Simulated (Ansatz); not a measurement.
## What biaxial strain +2.50 %, plane normal [111], relaxed out of plane does to BeSe

Consider BeSe in the zinc blende structure (space group F-43m, No. 216; a = 5.0816 Å). Axes: x, y, z lie along the cube axes.

The change: biaxial strain +2.50 %, plane normal [111], relaxed out of plane (Cartesian); in-plane vectors clamped, the third vector and the atoms free.

All numbers come from LDA in Ansatz (plane waves to 420 eV, PAW, no spin-orbit coupling). Γ-centred 11×11×11 mesh, Fermi–Dirac width 0.05 eV.

| quantity | base | changed | shift |
|---|---|---|---|
| space group | F-43m (No. 216) | R3m (No. 160) | – |
| shortest interatomic distance | 4.158 bohr | 4.160 bohr | +0.002 bohr |
| energy relative to the base (free energy F) | 0 meV/atom | +12 meV/atom | +12 meV/atom |
| band gap | 2.40 eV | 2.30 eV | -0.10 eV |
| gap character | – | indirect, Γ → F | – |
| smallest direct gap | 4.43 eV | 3.88 eV | -0.55 eV |
| hole mass | – | 0.16 mₑ out of plane, 0.89 mₑ in plane (at Γ) | – |
| valence-band top at Γ (three highest levels, from the VBM) | 0.00, 0.00, 0.00 eV | 0.00, -0.24, -0.24 eV | – |
| out-of-plane strain | – | -1.00 % | – |
| ratio −ε⊥/ε∥ | – | 0.40 | – |
| mean in-plane stress (compression positive) | – | -4.5 GPa | – |

Cost of the whole job for the changed cell (relaxation, final SCF and bands): very roughly 25 core-seconds.

Effective masses come from finite differences of ±0.01 Å⁻¹. Stability against distortions was not tested. Labels are those of the standard path for the cell's own space group.

Ansatz is a first-principles code.
